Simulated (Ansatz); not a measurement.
Consider BAs (space group P4_2/mnm, No. 136; a = 5.889 Å, c = 3.389 Å; a hypothetical phase, not in the database extracts checked).

All numbers come from PBE in Ansatz (plane waves to 420 eV, PAW, no spin-orbit coupling).

One change was made to it. Results:

The width of the top valence band grows by 0.24 eV, from 3.42 eV to 3.66 eV; the valence-band top at Γ (three highest levels, from the VBM) goes from 0.00, 0.00, -0.27 eV to 0.00, 0.00, -0.35 eV; the volume per atom drops by 0.795 Å³ to 13.90 Å³.

Task: What was done to the base?
A. pressure 0.3 GPa
B. pressure −1 GPa
C. pressure 0.7 GPa
D. pressure 7.5 GPa
E. pressure 1.5 GPa

Result: D, pressure 7.5 GPa. For comparison, the valence-band top at Γ in the other runs: pressure 0.3 GPa gives 0.00, 0.00, -0.27 eV; pressure 0.7 GPa gives 0.00, 0.00, -0.28 eV; pressure −1 GPa gives 0.00, 0.00, -0.26 eV; pressure 1.5 GPa gives 0.00, 0.00, -0.29 eV.

The levels and masses belong to the bands next to the band gap. Load acts through the strain it causes; cell and atoms are relaxed under it. Stability against distortions was not tested. Competing high-pressure phases were not computed.

Ansatz is a first-principles code.
